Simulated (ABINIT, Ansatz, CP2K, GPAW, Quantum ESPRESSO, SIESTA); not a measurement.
## Code comparison for NaAsF₆ (Fm-3m, 8 atoms in the cell)

Self-consistent single point.

```
CELL_PARAMETERS angstrom
      0.00000     3.96592     3.96592
      3.96592     0.00000     3.96592
      3.96592     3.96592     0.00000
ATOMIC_POSITIONS crystal
  Na 0.50000 0.50000 0.50000
  As 0.00000 0.00000 0.00000
  F  0.78163 0.78163 0.21837
  F  0.21837 0.21837 0.78163
  F  0.21837 0.78163 0.78163
  F  0.78163 0.21837 0.21837
  F  0.78163 0.21837 0.78163
  F  0.21837 0.78163 0.21837
```

All programs got the same cell, k-point mesh and kind of occupations (some realise fixed ones as a very narrow smearing) (in Ansatz's words: kpoints.mp_grid.grid = 4 4 4; scf.occupations.method = fixed); potentials, basis and cutoffs are each program's usual ones.

```
code                                                                                                                                      model  pressure (GPa)  largest force (eV/Å)  gap on the mesh (eV)  k-points        cutoff
----------------  -----------------------------------------------------------------------------------------------------------------------------  --------------  --------------------  --------------------  --------  ------------
Quantum ESPRESSO                                                                           PBEsol, GBRV 1.5 ultrasoft (PBESOL) pseudopotentials            5.82                 1.020                 5.597         8         40 Ry
ABINIT                                                           PBEsol, norm-conserving pseudopotentials (PseudoDojo nc-sr-04 PBEsol standard)            2.74                 0.283                 5.623         8         88 Ry
Ansatz                                                                                                  PBEsol, default PAW files made with PBE            2.32                 0.326                 5.686         8       default
GPAW                                                                                      PBEsol, GPAW PAW datasets PBEsol (made by gpaw-setup)               –                 0.715                 5.654         8        900 eV
CP2K                                                                 PBEsol, GPW, DZVP-MOLOPT-PBE-GTH basis, GTH-PBE potentials (POTENTIAL_UZH)            6.87                 1.088                 5.389        36  grid 1000 Ry
SIESTA            GGA PBEsol, numerical atomic orbitals TZP, PseudoDojo PBEsol standard norm-conserving potentials (rewritten from UPF to PSML)            6.88                 1.443                 5.193        44   grid 300 Ry
```

A dash marks a value that a program does not give, or that is left out as unsure.

Gaps are read on the mesh.

The spread over the programs that give each value: pressure within 4.56 GPa; largest force within 1.160 eV/Å; gap on the mesh within 0.493 eV.

The starting cell comes from a database of computed structures (which also holds hypothetical and non-ambient phases and stackings), without a prior relaxation at this level. Its lattice was rescaled by a random factor within 2.5 % of one.

Task: Why do the programs differ, and what cannot be compared?

Result: Differences of this kind can come from the potentials, where these differ, and from what each basis and cutoff leave unconverged. The valence holds different numbers of electrons (Quantum ESPRESSO 56, ABINIT 66, Ansatz (a program for electronic structure) 66, GPAW 54, CP2K 56, SIESTA 66). The zero of total energies and Fermi levels follows the potentials and each program's conventions, so they are not compared here. CP2K and SIESTA use small atom-centred bases, whose incompleteness enters pressures, forces and empty levels differently from a plane-wave cutoff. Ansatz's pressure is given at a fixed set of plane waves, as the other plane-wave codes print theirs; with its correction for the finite basis it is 2.96 GPa (the shift of 0.64 GPa shows how far the cutoff is from converged). The pressure of GPAW is left out: its cutoff lies under the one at which its stress was checked. The programs reduce the same mesh by symmetry to different extents, which changes the work and not the result. In the pressure, Quantum ESPRESSO (by 3.08), CP2K (by 4.13) and SIESTA (by 4.14) lie more than 1 GPa from the median of the plane-wave programs. In the gap, CP2K (by 0.250) and SIESTA (by 0.446) lie more than 0.12 eV from the median of the plane-wave programs.

Left out of this page: FLEUR (with a known weakness of the program).

Keys are those of Ansatz 0.2.
